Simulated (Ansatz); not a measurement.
A calculation on L1₀ (CuAu-type) FePt returned lattice constant a 2.750 Å, lattice parameter c 3.785 Å, formation enthalpy -0.178 eV/atom, magnetic moment 2.94 μB.

For reference: lattice constant a 2.727 Å (measured, room temperature, not corrected to a static lattice, P4/mmm two-atom cell, a_fct/√2; as tabulated in Sawada et al. (2023), arXiv:2212.12065); lattice parameter c 3.726 Å (measured, room temperature, not corrected to a static lattice, 0.1 GPa; as tabulated in Sawada et al. (2023), arXiv:2212.12065); formation enthalpy -0.238 ± 0.02 eV/atom (measured, 298 K, copied from a table, unchecked, no zero-point or thermal correction; as tabulated in Wang et al. (2021), doi:10.1038/s41598-021-94550-5).

**Question.** Which level of theory produced these numbers?
A) rVV10 (Ansatz (a first-principles code))
B) PBE-D3(BJ) (Ansatz)
C) r²SCANh (Ansatz)
D) r²SCAN-D4 (Ansatz)

**Answer.** A, rVV10 (Ansatz)

The others give: r²SCAN-D4 2.725 Å, 3.718 Å, -0.335 eV/atom, 3.28 μB; PBE-D3(BJ) 2.701 Å, 3.727 Å, -0.202 eV/atom, 2.93 μB; r²SCANh 2.737 Å, 3.725 Å, -0.449 eV/atom, 3.43 μB.

Unless a cell is named, each level is at its own relaxed cell (PBE-D3(BJ) 13.60, r²SCAN-D4 13.80, r²SCANh 13.95, rVV10 14.31 Å³/atom).

Spin-polarised runs: r²SCAN-D4 (parallel moments), PBE-D3(BJ) (parallel moments), r²SCANh (parallel moments), rVV10 (parallel moments).

Ansatz's density-functional and Hartree–Fock values are scalar-relativistic unless marked +SOC, with PAW data made under PBE.
